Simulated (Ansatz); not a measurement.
# Ba under a change: tensor shear ε_xy = −0.71 %

Start from Ba in the bcc (W type) structure (space group Im-3m, No. 229; a = 4.883 Å; relaxed with 0.1 eV smearing). Axes: x, y, z lie along the cube axes.

Modification: tensor shear ε_xy = −0.71 % (engineering shear γ = -0.0142); the atoms relax in the strained cell.

Level of theory: PBEsol in Ansatz (plane waves to 420 eV, PAW, no spin-orbit coupling). Settings: 19×19×19 k-points, 0.1 eV Fermi–Dirac smearing.

- Volume per atom: 58.22 Å³ (base 58.22 Å³)
- Space group: Fmmm (No. 69) (base Im-3m (No. 229))
- Shortest interatomic distance: 4.209 Å (base 4.229 Å)
- Energy relative to the base (free energy F): +0.4 meV/atom
- Pressure (mean of the normal stresses, compression positive): 0.0 GPa (base 0.0 GPa)
- Band gap: zero (base zero)
- Stress (xx, yy, zz, yz, xz, xy; compression positive): (0.0, 0.0, 0.0, 0.0, 0.0, 0.2) GPa

Stability against distortions was not tested. The base started in Cmcm and relaxed to Im-3m at this level.

Ansatz is an electronic-structure program.
